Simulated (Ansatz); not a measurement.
Ansatz (a quantum-chemistry and plane-wave program) run on Ti3Al (P3m1, 8 atoms in the cell): self-consistent single point.

Method of the run: LDA (PW92), default PAW files made with PBE (plane waves; Ansatz).

```
Ti3Al
1.0
    5.77644     0.00000     0.00000
   -2.88822     5.00254     0.00000
    0.00000     0.00000     4.65370
Ti Al
6 2
Direct
  0.82990   0.65980   0.25000
  0.17010   0.34020   0.75000
  0.17010   0.82990   0.75000
  0.82990   0.17010   0.25000
  0.34020   0.17010   0.25000
  0.65980   0.82990   0.75000
  0.33333   0.66667   0.26074
  0.66667   0.33333   0.75000
```

Reference input (self-consistent single point, DFT, LDA (PW92), plane waves, default PAW files made with PBE): basis.ecutwfc = 420 eV; kpoints.mp_grid.grid = 6 6 6; hamiltonian.xc = lda; hamiltonian.pseudopotentials = {kind: paw} (the program's default PAW files); scf.occupations.method = fermi_dirac; scf.occupations.width = 0.1 eV. This run's input differs from it in these lines:

Ansatz 0.2 input:
```diff
@@ -17,3 +17,3 @@
 kpoints:
-  mp_grid: { grid: [6, 6, 6] }
+  mp_grid: { grid: [9, 9, 10] }
 hamiltonian:
@@ -22,3 +22,3 @@
 scf:
-  occupations: { method: fermi_dirac, width: 0.1 }
+  occupations: { method: fermi_dirac, width: 0.3 }
 output:
```

Output (repeated stretches shortened):

```
SCF iter   1: F=—  HF=-15730.953879 eV  |F-HF|=—  |Δ(HF+E_count)|=         —  Δρ=5.48e-3  dr2=3.87e-2  ethr=1.77e-3  ⟨swp⟩=6.1  Hψ=20644  notcnv=0
all-band conjugate gradients solve this SCF's bands
preconditioner: auto → Kerker (q_TF=auto, 2.492 Å⁻¹)
SCF iter   2: F=—  HF=-15730.948942 eV  |F-HF|=—  |Δ(HF+E_count)|=   4.94e-3  Δρ=3.06e-3  dr2=1.05e-2  ethr=4.97e-5  ⟨swp⟩=1.6  Hψ=6286  notcnv=0
SCF iter   3: F=—  HF=-15730.947636 eV  |F-HF|=—  |Δ(HF+E_count)|=   1.31e-3  Δρ=6.77e-4  dr2=7.84e-4  ethr=1.35e-5  ⟨swp⟩=2.4  Hψ=7028  notcnv=0
SCF iter   4: F=—  HF=-15730.947484 eV  |F-HF|=—  |Δ(HF+E_count)|=   1.52e-4  Δρ=1.11e-4  dr2=1.52e-5  ethr=1.00e-6  ⟨swp⟩=2.0  Hψ=7329  notcnv=0
SCF iter   5: F=—  HF=-15730.947476 eV  |F-HF|=—  |Δ(HF+E_count)|=   7.99e-6  Δρ=3.06e-5  dr2=6.46e-7  ethr=1.95e-8  ⟨swp⟩=2.4  Hψ=8321  notcnv=0
SCF iter   6: F=-15730.947476 eV  HF=-15730.947476 eV  |F-HF|=2.29e-8  |Δ(HF+E_count)|=   9.76e-8  Δρ=5.12e-6  dr2=3.57e-8  ethr=1.28e-10  ⟨swp⟩=5.3  Hψ=17688  notcnv=0
SCF 1 converged in 6 iterations: F = -15730.947476 eV  dr2 = 3.57e-8
Free energy (F): -15730.947476 eV
Internal energy: -15728.078402 eV  (E = F + TS)
E sigma→0 (E₀):  -15729.512939 eV
Entropy (-TS):   -2.869074 eV (-358.634 meV/atom)
Fermi energy:    11.820648 eV
--- Forces (eV/Å), atoms counted from 1 ---
  atom   1  Ti     0.00000000     0.13324109     0.01812333
  atom   2  Ti    -0.00000000    -0.13992206     0.09578437
  atom   3  Ti    -0.12117606     0.06996103     0.09578437
  atom   4  Ti     0.11539017    -0.06662055     0.01812333
  atom   5  Ti    -0.11539017    -0.06662055     0.01812333
  atom   6  Ti     0.12117606     0.06996103     0.09578437
  atom   7  Al     0.00000000     0.00000000    -0.34933108
  atom   8  Al    -0.00000000    -0.00000000     0.00761319
--- Stress (GPa, compression-positive) ---
       -6.557691      -0.000000      -0.000000
       -0.000000      -6.557691      -0.000000
       -0.000000      -0.000000      -6.076274
  P = ⅓ Tr σ = -6.3972 GPa (-63.972 kbar)
  The stress holds the Pulay correction. Without it, at fixed plane waves, as pw.x and ABINIT print it: P = -6.4382 GPa
```

The run converged in 6 iterations. Against the reference run the free energy falls by 151 meV/atom, the pressure goes from -8.24 to -6.40 GPa and the largest force hardly changes (0.339 to 0.349 eV/Å).

The starting cell comes from a database of computed structures (which also holds hypothetical and non-ambient phases and stackings), without a prior relaxation at this level. Its lattice was rescaled by up to half a per cent. One atom was moved a little off its site on purpose. Spin polarisation is off. With a pressure of about -6 GPa the cell is away from its equilibrium volume at this level. Ansatz's pressure includes its estimate of the finite-basis (Pulay) stress.

Cost on one core of a shared machine: roughly 70 s.
